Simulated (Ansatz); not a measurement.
Effective masses and thermopower of GaAs under load (space group R3m)

Here is the system:

```xyz
2
Lattice="0.0156 2.8455 2.8455 2.8455 0.0156 2.8455 2.8455 2.8455 0.0156" Properties=species:S:1:pos:R:3 pbc="T T T"
Ga     0.0020     0.0020     0.0020
As     1.4246     1.4246     1.4246
```

Level of theory: r2SCAN with spin-orbit coupling, rigid bands (plane waves, PAW; Ansatz, a first-principles code). Condition of this run: uniaxial stress along [111] of -1 GPa (compression positive) (the target of the relaxation). How the cell was made: cell and atoms relaxed with r2SCAN, then loaded as said.

- band gap: 0.80 eV
- electron conductivity mass (300 K, dilute): 0.056 mₑ
- hole conductivity mass (300 K, dilute): 0.38 mₑ
- effective density of states N_c (300 K): 3.1e17 cm⁻³
- effective density of states N_v (300 K): 6.9e18 cm⁻³
- density-of-states mass, electrons: 0.053 mₑ
- density-of-states mass, holes: 0.42 mₑ
- Seebeck coefficient, n-type 1e19 cm⁻³, 300 K: -43 μV/K
- Seebeck coefficient, p-type 1e19 cm⁻³, 300 K: 236 μV/K

Rigid bands; masses and Seebeck coefficients take one relaxation time τ for all states and one kind of carrier; polarons and phonon drag are left out.
